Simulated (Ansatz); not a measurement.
End structure of CO on the 1x1 (100) surface of monoclinic HfO2 (cut with top plane 2 O), one in a 1x1 cell, started at the site 'bridge O-O (span 5.2 Å)':

Host crystal: monoclinic HfO2, with a band gap (PBE, scalar-relativistic without spin-orbit coupling).

```xyz
26
Lattice="5.2120 0.0000 0.0000 0.0000 5.3525 0.0000 0.0000 0.0000 28.5000" Properties=species:S:1:pos:R:3 pbc="T T T"
O      0.9709     4.6213     9.5845
O      1.6351     1.9450     9.5845
Hf     0.3801     0.8579    10.6268
Hf     2.2259     3.5341    10.6268
O      3.8514     4.8211    11.3841
O      3.9666     2.1448    11.3841
O      1.2676     2.3508    12.0762
O      1.3384     5.0271    12.0762
Hf     2.8852     0.9369    12.8417
Hf     4.9328     3.6131    12.8417
O      3.4765     2.6859    13.8904
O      4.3415     0.0097    13.8904
O      0.8724     3.6077    14.6102
O      1.7406     0.9285    14.6098
Hf     0.2707     0.0012    15.6564
Hf     2.3283     2.6785    15.6609
O      3.8731     3.9592    16.4359
O      3.9524     1.2818    16.4371
O      1.2470     1.4546    17.1009
O      1.3432     4.1425    17.1251
Hf     2.9539     0.0729    17.8262
Hf     4.8223     2.7484    17.9458
O      3.5218     1.6558    18.9351
O      4.1347     4.3331    18.9604
C      0.8841     2.5905    20.0837
O      1.2137     2.5973    21.1651
```

Set-up: 26 atoms, 9.3 Å thick at the start under the adsorbate (thin: gaps and levels are the slab's own); mesh 4x4x1; 0.01 eV smearing; dipole correction on; 12 atoms held, the rest relaxed; no symmetry held; no spin, no spin-orbit, no U, no dispersion correction. At the end it is bonded to Hf. In PBE it is, or lies within 0.03 eV of, the lowest of the starts that converged.

A negative adsorption energy means that the adsorbate is more stable on the surface than in its reference.

**Question.** Give the gap of the slab on its k-mesh at the level PBE (Ansatz, a program for electronic structure).

**Answer.** 3.00 eV

**Question.** What is the computed adsorption energy against CO(g) (PBE)?

**Answer.** -0.54 eV

**Question.** Give the highest filled level below the top vacuum level at the level PBE.

**Answer.** 6.37 eV

**Question.** What change of the step from the bottom to the top vacuum level, against the clean slab does PBE give?

**Answer.** -0.86 eV
